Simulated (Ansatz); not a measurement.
The parent structure is ZnSe in the zinc blende structure (space group F-43m, No. 216; a = 5.634 Å). Axes: x, y, z lie along the cube axes.

Method: PBEsol (Ansatz, an electronic-structure program, PAW, no spin-orbit coupling).

Before the change:

- Valence-band top at Γ: 0.00, 0.00, 0.00 eV
- Pressure: 0.0 kbar

Modification: strain tensor (xx, yy, zz, yz, xz, xy) = (−0.90, +0.61, −1.81, −0.26, +0.20, +0.55) %; the atoms relax in the strained cell.

Question: What does the calculation give for the valence-band top at Γ after the change?

Answer: The valence-band top at Γ (three highest levels, from the VBM) becomes 0.00, -0.04, -0.12 eV (base: 0.00, 0.00, 0.00 eV).

Question: Predict the new pressure.

Answer: The pressure (mean of the normal stresses, compression positive) goes from zero to 14.4 kbar.

The levels and masses belong to the bands next to the band gap. Whether these cells are dynamically stable was not tested.
